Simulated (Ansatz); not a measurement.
The parent structure is BP in the zinc blende structure (space group F-43m, No. 216; a = 4.5202 Å). Axes: x, y, z lie along the cube axes.

Perturbation: biaxial strain −2.00 %, plane normal [001], relaxed out of plane (Cartesian); in-plane vectors clamped, the third vector and the atoms free.

Level of theory: DFT with PBEsol, PAW potentials and a 420 eV plane-wave cutoff in Ansatz (an electronic-structure program), spin-orbit coupling left out.

**Question.** Give the band edges at the high-symmetry points of the new zone, measured from its valence-band maximum.

**Answer.** 
| point | valence edge (eV) | conduction edge (eV) |
|---|---|---|
| Γ | 0.00 | 3.28 |
| X | -4.47 | 0.94 |
| P | -5.85 | 4.82 |
| N | -1.71 | 3.70 |
| M | -4.18 | 1.26 |
| S | -3.46 | 2.23 |
| S₀ | -3.46 | 2.23 |
| R | -5.90 | 5.12 |
| G | -5.90 | 5.12 |

The gap is 0.84 eV, indirect, Γ → Γ–X (84 % along).

Whether these cells are dynamically stable was not tested. k-point labels follow each cell's own Brillouin zone.
